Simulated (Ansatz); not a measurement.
# A constructed model of the (0001) surface of hcp Ru, a layer of Os in place of the second plane (bottom of the slab: a bare face, its two planes held)

The numbers are results of PBE (plane waves to 420 eV, PAW; Ansatz, a program for electronic structure), not measurements.

Set-up: 6 atoms, 10.7 Å thick at the start with caps and adatoms (thin: gaps and levels are the slab's own); mesh 16x16x1; 0.1 eV smearing; dipole correction on; 2 atoms held, the rest relaxed; held to the start's symmetry, so lower structures may exist; no spin, no spin-orbit, no U. In PBE it is, or lies within 0.01 eV a 1x1 cell of, the lowest of the 2 structures of its composition computed so far; subsurface sites and larger cells were not tried.

```json
{
  "work_function_of_the_top_face": "4.89 eV",
  "energy_released_by_relaxation": "0.028 eV",
  "cost": "around 2.2 core-minutes (rough)"
}
```
